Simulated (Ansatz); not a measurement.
## A computed series for BN: pressure series

Start from BN in the wurtzite structure (space group P6_3mc, No. 186).

BN is modelled in the hexagonal space group P6₃mc (No. 186), the wurtzite structure, Pearson symbol hP4. Cell: a = b = 2.5232 Å, c = 4.1751 Å, α = β = 90.00°, γ = 120.00°. B on 2b sees 4 N at 1.548–1.563 Å (tetrahedral). N on 2b has 4 B at 1.548–1.563 Å (tetrahedral). (Neighbours: up to the widest gap in distance over summed covalent radii, below 1.35, at either atom.)

Cell and atoms are relaxed at each pressure.

Computed with LDA in Ansatz (plane waves to 420 eV, PAW, without spin-orbit coupling).

```csv
P (GPa),V (Å³/atom)
-2.00,5.784
-1.00,5.769
0.90,5.742
4.50,5.692
9.00,5.632
15.00,5.557
22.50,5.469
30.00,5.386
```

Fit a third-order Birch–Murnaghan equation of state.

Least squares on P(V) = (3B₀/2)[(V₀/V)^(7/3) − (V₀/V)^(5/3)]·[1 + (3/4)(B₀′ − 4)((V₀/V)^(2/3) − 1)] gives V₀ = 5.75 Å³/atom, B₀ = 402 GPa and B₀′ = 3.6.

Between the base and pressure 30 GPa the gap moves from 4.93 eV to 4.77 eV, a mean slope of -5.3 meV/GPa.

Load acts through the strain it causes; cell and atoms are relaxed under it. Stability against distortions was not tested. Competing high-pressure phases were not computed.

Ansatz is an electronic-structure program.
